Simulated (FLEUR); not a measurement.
Band structure of KPb3 (Pm-3m, 4 atoms in the cell).

```yaml
crystal:
  lattice:
    - [5.10137, 0.00000, 0.00000]
    - [0.00000, 5.10137, 0.00000]
    - [0.00000, 0.00000, 5.10137]
  atoms:
    - { symbol: K, position: [0.00000, 0.00000, 0.00000] }
    - { symbol: Pb, position: [0.00000, 0.50000, 0.50000] }
    - { symbol: Pb, position: [0.50000, 0.00000, 0.50000] }
    - { symbol: Pb, position: [0.50000, 0.50000, 0.00000] }
```

Method of the run: LDA (Perdew-Zunger), all-electron FLAPW (FLEUR), scalar-relativistic valence run with FLEUR.

Settings: Kmax = 3.8 1/bohr; GmaxXC = 13.3 1/bohr; xcFunctional = pz; jspins = 1; l_soc = F; mode = hist; fermiSmearingEnergy = 0.00367493 Htr; mesh (inpgen div1-3) = 9 9 9; inpgen gamma flag = false; Gmax = 13.3 1/bohr; numbands = 0; maxIterBroyd = 99; imix = Anderson; alpha = 0.05.

The starting cell comes from a database of computed structures (which also holds hypothetical and non-ambient phases and stackings), without a prior relaxation at this level. Spin-orbit coupling is off. Values depend on the basis (sphere radii, cutoffs, local orbitals), which need not be converged.

Levels in eV from the Fermi level, bands 22 to 29:
```json
[
 {"point": "Γ", "22": "-6.75", "23": "-1.81", "24": "-1.81", "25": "-1.81", "26": "2.20", "27": "2.20", "28": "2.20", "29": "3.00"},
 {"point": "X", "22": "-6.63", "23": "-1.12", "24": "-1.12", "25": "0.01", "26": "0.21", "27": "0.66", "28": "0.66", "29": "1.18"},
 {"point": "M", "22": "-8.09", "23": "-2.73", "24": "-0.85", "25": "0.38", "26": "0.38", "27": "0.72", "28": "0.74", "29": "0.74"},
 {"point": "R", "22": "-7.95", "23": "-3.51", "24": "-2.14", "25": "-2.14", "26": "-2.14", "27": "3.01", "28": "5.26", "29": "5.26"}
]
```
